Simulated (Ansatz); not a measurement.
Take Ga₂O₃ in the corundum structure (space group R-3c, No. 167) as the base.

```xyz
10
Lattice="2.4750 1.4289 4.4353 -2.4750 1.4289 4.4353 0.0000 -2.8578 4.4353" Properties=species:S:1:pos:R:3 pbc="T T T"
Ga     0.0000     0.0000     8.5721
Ga     0.0000     0.0000     1.9192
Ga     0.0000     0.0000     4.7337
Ga     0.0000     0.0000    11.3865
O      0.7494     1.5599     5.5441
O     -1.7256    -0.1309     5.5441
O     -0.7494    -1.5599     7.7617
O     -0.9762     1.4289     7.7617
O      1.7256     0.1309     7.7617
O      0.9762    -1.4289     5.5441
```

Cartesian axes are those of the cell as printed.

The values are results of LDA (Ansatz, a program for electronic structure; PAW; 420 eV plane waves; without spin-orbit coupling), not measurements.

Perturbation: uniaxial strain ε_xx = +1.50 %, all other strain components held at zero; the atoms relax in the strained cell.

### Question
Predict the stress tensor and what it implies for the stiffness.

### Answer
Stress of the strained cell less that of the base (GPa, compression positive):
```
  -5.99    0.00    0.00
   0.00   -2.72   -0.25
   0.00   -0.25   -2.04
```

Then −Δσ_ii/ε with ε = 0.0150 gives secant stiffness values (nonlinear terms included at this strain): C11 ≈ 399 GPa, C12 ≈ 181 GPa and C13 ≈ 136 GPa.

No phonon test of stability was made.
